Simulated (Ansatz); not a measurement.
F on the 1x1 (111) surface of fcc Ir, one in a 2x2 cell, energies for each (26.0 Å²). Energies are against ½ F2(g), without zero-point or thermal terms; each row is named by its start.

Calculation: PBE (plane waves to 420 eV, PAW; Ansatz, a program for electronic structure).

Model: 17-atom slab, 6.6 Å thick at the start under the adsorbate (thin: gaps and levels are the slab's own), 6x6x1 mesh, Fermi-Dirac 0.1 eV, dipole correction, 8 atoms held, the rest relaxed; each run with such symmetry as its start has; no spin, no spin-orbit, no U, no dispersion correction.

A negative adsorption energy means that the adsorbate is more stable on the surface than in its reference. Heights count from the host atoms within 0.3 Å of the top one.

```json
[
 {"starting site": "top Ir", "E_ads (eV)": "-2.21", "height (Å)": "2.02", "nearest host atom (Å)": "Ir 1.96", "bonded to": "Ir", "Δ work function (eV)": "1.32", "lateral drift (Å)": "0.0"},
 {"starting site": "hollow Ir-Ir-Ir over Ir at depth 2.2 Å", "E_ads (eV)": "-1.76", "height (Å)": "1.80", "nearest host atom (Å)": "Ir 2.39", "bonded to": "3 Ir", "Δ work function (eV)": "0.88", "lateral drift (Å)": "0.0"},
 {"starting site": "hollow Ir-Ir-Ir over Ir at depth 4.4 Å", "E_ads (eV)": "-1.90", "height (Å)": "1.72", "nearest host atom (Å)": "Ir 2.34", "bonded to": "3 Ir", "Δ work function (eV)": "0.60", "lateral drift (Å)": "0.0"},
 {"starting site": "bridge Ir-Ir (span 2.7 Å)", "E_ads (eV)": "-1.96", "height (Å)": "1.78", "nearest host atom (Å)": "Ir 2.22", "bonded to": "2 Ir", "Δ work function (eV)": "0.74", "lateral drift (Å)": "0.1"}
]
```
